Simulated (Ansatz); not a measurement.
The parent structure is GeS2 in the 2H-MoS2 type structure (space group P6_3/mmc, No. 194; a = 3.428 Å, c = 10.622 Å; a hypothetical phase, not in the database extracts checked; layered, stacked along the Cartesian z axis).

Structures relaxed with PBE-D3(BJ) (Ansatz, an electronic-structure program), no spin-orbit coupling, earlier PAW set.

Base:

Simulated powder pattern, Cu Kα1, λ = 1.54056 Å (kinematic, ideal powder, no thermal factors, no anomalous dispersion; the 8 strongest lines at most, above 2 %, up to 2θ = 90°):

```json
[
 {"2θ (°)": "16.68", "I/Imax (%)": "37", "hkl": "(002)"},
 {"2θ (°)": "30.08", "I/Imax (%)": "40", "hkl": "(100)"},
 {"2θ (°)": "31.26", "I/Imax (%)": "12", "hkl": "(101)"},
 {"2θ (°)": "39.59", "I/Imax (%)": "100", "hkl": "(103)"},
 {"2θ (°)": "52.96", "I/Imax (%)": "18", "hkl": "(105)"},
 {"2θ (°)": "53.42", "I/Imax (%)": "29", "hkl": "(110)"},
 {"2θ (°)": "68.49", "I/Imax (%)": "18", "hkl": "(203)"},
 {"2θ (°)": "77.45", "I/Imax (%)": "13", "hkl": "(116)"}
]
```

Perturbation: cell and atoms relaxed at a pressure of 100 GPa.

Question: Where do the lines fall after the change?

Answer: 
Simulated powder pattern, Cu Kα1, λ = 1.54056 Å (kinematic, ideal powder, no thermal factors, no anomalous dispersion; the 8 strongest lines at most, above 2 %, up to 2θ = 90°):

```tsv
2θ (°)	I/Imax (%)	hkl
18.18	24	(002)
37.86	33	(100)
39.01	17	(101)
47.38	100	(103)
56.59	13	(006)
68.38	21	(110)
70.11	9.9	(106)
87.38	17	(203)
```

The indices refer to the base's conventional cell; one index is shown for lines that coincide.

Load acts through the strain it causes; cell and atoms are relaxed under it. No phonon test of stability was made. Competing high-pressure phases were not computed. All final runs are without spin polarisation.
